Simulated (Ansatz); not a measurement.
This Ansatz (a quantum-chemistry and plane-wave program) input is the reference run, CsSnI₃ in the cubic perovskite structure (space group Pm-3m, No. 221), computed with Kohn–Sham DFT with the LDA functional, run in Ansatz with PAW and 420 eV plane waves, scalar-relativistic without spin-orbit coupling:

Ansatz 0.2 input:
```yaml
crystal:
  lattice:
    - [6.0305106775, 0, 0]
    - [0, 6.0305106775, 0]
    - [0, 0, 6.0305106775]
  atoms:
    - { symbol: Cs, position: [0, 0, 0] }
    - { symbol: Sn, position: [0.5, 0.5, 0.5] }
    - { symbol: I, position: [0.5, 0, 0.5] }
    - { symbol: I, position: [0, 0.5, 0.5] }
    - { symbol: I, position: [0.5, 0.5, 0] }
basis: { ecutwfc: 420, ecutrho_ratio: 4, xc_grid: 2, fft_grid_basis: typed }
kpoints: { mp_grid: { grid: [8, 8, 8] } }
hamiltonian:
  xc: lda
  dispersion: none
  pseudopotentials: { kind: paw }
scf: { occupations: { method: fermi_dirac, width: 0.05 }, convergence: { dr2_threshold: 0.0000000005 } }
output: { forces: true, stress: true }
checkpoint: { write: state.ck, write_every: 1000 }
```

### Question
Write the input for this change: an isotropic linear strain of +2.40 %, atoms relaxed at fixed cell.

### Answer
Ansatz 0.2 input:
```yaml
crystal:
  lattice:
    - [6.1752429338, 0, 0]
    - [0, 6.1752429338, 0]
    - [0, 0, 6.1752429338]
  atoms:
    - { symbol: Cs, position: [0, 0, 0] }
    - { symbol: Sn, position: [0.5, 0.5, 0.5] }
    - { symbol: I, position: [0.5, 0, 0.5] }
    - { symbol: I, position: [0, 0.5, 0.5] }
    - { symbol: I, position: [0.5, 0.5, 0] }
basis: { ecutwfc: 420, ecutrho_ratio: 4, xc_grid: 2, fft_grid_basis: typed }
kpoints: { mp_grid: { grid: [8, 8, 8] } }
hamiltonian:
  xc: lda
  dispersion: none
  pseudopotentials: { kind: paw }
scf: { occupations: { method: fermi_dirac, width: 0.05 }, convergence: { dr2_threshold: 0.0000000005 } }
relax: { f_tol: 0.005, max_steps: 50 }
output: { forces: true, stress: true }
checkpoint: { write: state.ck, write_every: 1000 }
```
This is the input that was run.

Stability against distortions was not tested. All final runs are without spin polarisation. Many cubic perovskites are stable only at high temperature; tilts and polar distortions were not tested.
